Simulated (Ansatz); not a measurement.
**Cohesive energy of CsCl-type TiCo at several levels of theory**

No measured value is used here.

```
level (code)     value (eV/atom)  cell (Å³/atom)
---------------  ---------------  --------------
LDA (Ansatz)                7.01           12.21
PBE (Ansatz)                5.53           13.12
PBEsol (Ansatz)             6.24           12.62
r²SCAN (Ansatz)             4.95           12.85
HSE06 (Ansatz)              3.71           12.68
PBE0 (Ansatz)               3.78           12.67
```

HSE06, PBE0: the run has no spin polarisation, so it can have missed a magnetic state. HSE06, PBE0: the free atom's electronic state is in doubt. Each level is taken at its own relaxed cell. Cutoffs and k meshes differ between the levels. Ansatz's density-functional and Hartree–Fock values are scalar-relativistic unless marked +SOC, with PAW data made under PBE.

Ansatz is a program for electronic structure.
